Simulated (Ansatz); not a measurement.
# Response to strain in CdS

Base system: CdS in the wurtzite structure (space group P6_3mc, No. 186).

```xyz
4
Lattice="4.1962 0.0000 0.0000 -2.0981 3.6341 0.0000 0.0000 0.0000 6.8295" Properties=species:S:1:pos:R:3 pbc="T T T"
Cd     2.0981     1.2114     3.4132
Cd     0.0000     2.4227     6.8279
S      2.0981     1.2114     0.8416
S      0.0000     2.4227     4.2564
```

Cartesian axes are those of the cell as printed.

Strains are applied to the cell and any free atomic positions relax.

Computed with plane-wave PAW DFT at the PBE level (Ansatz, a first-principles code, 420 eV), spin-orbit coupling left out.

Notes on the quantities. pressure: mean of the normal stresses, compression positive.

```
change                           pressure  shortest interatomic distance  band gap
------------------------------  ---------  -----------------------------  --------
base                             0.00 GPa                        2.565 Å   1.11 eV
uniaxial strain ε_zz = +0.60 %  -0.32 GPa                        2.570 Å   1.09 eV
uniaxial strain ε_zz = +1.20 %  -0.62 GPa                        2.574 Å   1.06 eV
uniaxial strain ε_zz = +1.80 %  -0.92 GPa                        2.579 Å   1.04 eV
uniaxial strain ε_zz = +2.40 %  -1.21 GPa                        2.583 Å   1.01 eV
uniaxial strain ε_zz = +3.00 %  -1.49 GPa                        2.587 Å   0.99 eV
```

Stability against distortions was not tested.
